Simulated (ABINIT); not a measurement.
## Equation of state of CuAu-type TiAl (space group 123): energy against volume (ABINIT, PBEsol)

```xyz
2
Lattice="2.7478 0.0000 0.0000 0.0000 2.7478 0.0000 0.0000 0.0000 3.9518" Properties=species:S:1:pos:R:3 pbc="T T T"
Ti     0.0000     0.0000     0.0000
Al     1.3739     1.3739     1.9759
```

Method of the run: PBEsol, norm-conserving pseudopotentials (PseudoDojo nc-sr-04 PBEsol standard) (plane waves; ABINIT 10.0.3). Settings: pseudos = [Ti.upf, Al.upf]; ecut = 55 Ha; occopt = 3; tsmear = 0.00183747 Ha; ngkpt = 18 18 13; nshiftk = 1; shiftk = 0 0 0; potentials = PseudoDojo nc-sr-04 PBEsol standard; nband = 13; kptopt = 1; nstep = 100; tolvrs = 1e-11. The cell above is the first row's. The rows scale it uniformly. In all rows fractional positions and the k mesh are held. E is the free energy at the stated smearing, counted from the lowest row.

| V (Å^3/atom) | E (meV/atom) |
|---|---|
| 14.9193 | ? |
| 15.2436 | 6.62 |
| 15.5680 | 0.63 |
| 15.8923 | 0.00 |
| 16.2166 | 4.21 |
| 16.5409 | 12.80 |
| 16.8653 | 25.36 |

Taking the third-order Birch-Murnaghan form, a cubic in V^(-2/3) for E over the 6 complete rows: With u = V^(-2/3) - 0.157, the rows have u = 0.005658, 0.003390, 0.001201, -0.000915, -0.002962, -0.004944. Least squares gives E = 1.807 - 2140.9·u + 529689·u² - 172063·u³. Residuals (row less fit): 0.000, 0.000, 0.000, 0.000, 0.000, 0.000; standard error 0.001 (degrees of freedom: 2). Its minimum lies at u = 0.002023, so V0 = (0.159023)^(-3/2) = 15.77. There d²E/du² = 1057000 and d³E/du³ = -1032000, so B0 = (4/9) × 15.77^(-7/3) × 1057000 × 0.160218 = 121 GPa (the last factor turns the table's units into GPa), and B0' = 4 + (2/3) × 0.159023 × (-1032000)/1057000 = 3.9. The program's pressures in the fitted runs (not shown) pass through zero at V = 15.77, 0.01 % from this V0.

What does the fit predict for E at V = 14.9193, and how far is the calculated value from it?

u = 0.008006, so E = 1.807 - 2140.9 × 0.008006 + 529689 × 0.008006² - 172063 × 0.008006³ = 18.530 meV/atom. The calculation gives 18.54 meV/atom, 0.010 meV/atom above the prediction (under 0.05 % of the range of E in the table). The row lies outside the fitted rows, so this is an extrapolation.

Carrying the step between the two nearest rows on in a straight line would have given 12.61, off by 5.93; series whose last step already gives the withheld value aren't shown. The scan was laid around a cell of about the measured size, scaled by a guess for this functional; axis ratios and inner coordinates come from that cell. The runs keep the symmetry of the cell, so they don't test it for distortions. Spin polarisation is off. The shape of the cell and the inner coordinates aren't relaxed, so V0 and B0 belong to this uniform scaling; a relaxed crystal lies no higher in energy and is usually softer. 2 of the planned runs didn't end soundly and are left out. Cutoffs and mesh are single choices, not tested for convergence of this quantity. Series with a scatter that would blur these digits, or in which a gap closes, are not shown. Nor are scans whose minimum lies at an end fitted in this form.
